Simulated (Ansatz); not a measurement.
Data:

```
SiC
1.0
    2.99490     0.00000     0.00000
    1.49745     2.59366     0.00000
    0.00000     0.00000     7.08604
Si C
3 3
Direct
  0.00000   0.50000   0.33333
  0.50000   0.00000   0.66667
  0.50000   0.50000   0.00000
  0.00000   0.50000   0.83333
  0.50000   0.00000   0.16667
  0.50000   0.50000   0.50000
```

No spin polarisation.

The values are results of Ansatz (an electronic-structure program) PBEsol, scalar-relativistic without spin-orbit coupling, not measurements. k-mesh 12×12×5 (Γ-centred); smearing 0.05 eV (Fermi–Dirac).

**Question.** Predict the band gap.

**Answer.** 0.38 eV.

**Question.** Predict the width of the top valence band.

**Answer.** 2.98 eV.

**Question.** Predict the gap character.

**Answer.** Indirect, Γ → M.

The cells carry an imposed strain or load. No phonon test of stability was made. The cell was made from SiC (space group P6_422, No. 181; a hypothetical phase, not in the database extracts checked) by this change: biaxial strain −2.31 %, plane normal [001], relaxed out of plane.
